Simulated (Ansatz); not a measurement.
Given:

End structure of the (111)B surface of zinc-blende AlP, P-terminated, OH on every top atom (bottom of the slab: 3 H on 4 bottom sites):

```
CELL_PARAMETERS angstrom
      7.78987     0.00000     0.00000
     -3.89494     6.74623     0.00000
      0.00000     0.00000    33.50000
ATOMIC_POSITIONS crystal
  Al 0.32923 0.17063 0.28461
  Al 0.84168 0.17063 0.28461
  Al 0.32924 0.65822 0.28462
  Al 0.83337 0.66648 0.30460
  P  0.16673 0.33318 0.31200
  P  0.66218 0.32407 0.31102
  P  0.17577 0.83767 0.31102
  P  0.66217 0.83768 0.31102
  Al 0.16667 0.33333 0.38231
  Al 0.66667 0.33333 0.38231
  Al 0.16667 0.83333 0.38231
  Al 0.66667 0.83333 0.38231
  P  0.00000 0.00000 0.40604
  P  0.50000 0.00000 0.40604
  P  0.00000 0.50000 0.40604
  P  0.50000 0.50000 0.40604
  Al 0.00049 0.99955 0.47684
  Al 0.50040 0.99933 0.47701
  Al 0.00049 0.49914 0.47685
  Al 0.50016 0.49917 0.47685
  P  0.33373 0.16582 0.50083
  P  0.83366 0.16582 0.50082
  P  0.33381 0.66599 0.50084
  P  0.83380 0.66596 0.50088
  Al 0.33499 0.16558 0.57152
  Al 0.83442 0.16561 0.57151
  Al 0.33504 0.66621 0.57154
  Al 0.83491 0.66591 0.57161
  P  0.16810 0.33236 0.59548
  P  0.66821 0.33252 0.59558
  P  0.16813 0.83236 0.59564
  P  0.66819 0.83238 0.59565
  Al 0.16113 0.32776 0.66623
  Al 0.66123 0.32795 0.66632
  Al 0.16126 0.82758 0.66640
  Al 0.66131 0.82753 0.66644
  P  0.99473 0.99447 0.68937
  P  0.49461 0.99445 0.68938
  P  0.99432 0.49401 0.68935
  P  0.49402 0.49390 0.68937
  H  0.33181 0.16804 0.23718
  H  0.83652 0.16805 0.23718
  H  0.33182 0.66338 0.23718
  O  0.97688 0.98589 0.73978
  H  0.10941 0.05057 0.75156
  O  0.47636 0.98565 0.73979
  H  0.60877 0.05049 0.75161
  O  0.97537 0.48367 0.73976
  H  0.10755 0.54548 0.75166
  O  0.47450 0.48357 0.73978
  H  0.60657 0.54625 0.75175
```

Slab: 51 atoms, 17.4 Å thick at the start with caps and adatoms; k 3x3x1, smearing 0.025 eV, dipole-corrected; 8 atoms held, the rest relaxed; no symmetry held; spin-polarised, no spin-orbit, no U. The slab shows no gap over 0.04 eV on its mesh. The starting moment vanished. It is one candidate, not shown to be the stable structure of the face.

**Question.** Give the work function of the top face at the level PBE (Ansatz, an electronic-structure program).

**Answer.** 3.09 eV
